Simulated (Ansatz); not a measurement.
Band structure of FeO (Fm-3m, 4 atoms in the cell).

```yaml
crystal:
  lattice:
    - [4.33000, 2.16500, 2.16500]
    - [2.16500, 4.33000, 2.16500]
    - [2.16500, 2.16500, 4.33000]
  atoms:
    - { symbol: Fe, position: [0.00000, 0.00000, 0.00000], spin: 4.0 }
    - { symbol: Fe, position: [0.50000, 0.50000, 0.50000], spin: -4.0 }
    - { symbol: O, position: [0.25000, 0.25000, 0.25000] }
    - { symbol: O, position: [0.75000, 0.75000, 0.75000] }
```
(The spins are starting values, not results.)

Method: PBE (plane waves, PAW; Ansatz, a first-principles code).

Settings: kpoints.mp_grid.grid = 5 5 5; hamiltonian.xc = pbe; hamiltonian.pseudopotentials = {kind: paw} (the program's default PAW files); magnetization.spin_polarized = true; scf.occupations.method = fermi_dirac; scf.occupations.width = 0.02 eV; kpoints.band_path.path = [[0.0, 0.0, 0.0], [0.5, 0.0, 0.0], [0.5, 0.1875, -0.1875]]; kpoints.band_path.npoints = 8.

The starting cell has typed, rounded lattice constants, without a prior relaxation at this level. The magnetic order is the one reached from the typed start; others were not searched systematically. The program warned that, by what it read of turns of the moments, another magnetic order lies lower.

Levels in eV from the Fermi level, bands 19 to 26 of the first spin channel:
| point | 19 | 20 | 21 | 22 | 23 | 24 | 25 | 26 |
|---|---|---|---|---|---|---|---|---|
| Γ | -3.20 | -2.14 | -2.14 | -0.11 | -0.11 | 0.25 | 0.35 | 1.94 |
| L | -2.46 | -1.55 | -1.35 | -0.68 | 0.59 | 0.82 | 1.66 | 1.68 |
| B1 | -2.60 | -1.68 | -1.49 | 0.21 | 0.32 | 0.54 | 1.71 | 1.77 |

Bands cross the Fermi level along this path, so the cell is metallic at this level.

The net moment of the cell came out as 0.00 μB.

Keys are those of Ansatz 0.2.
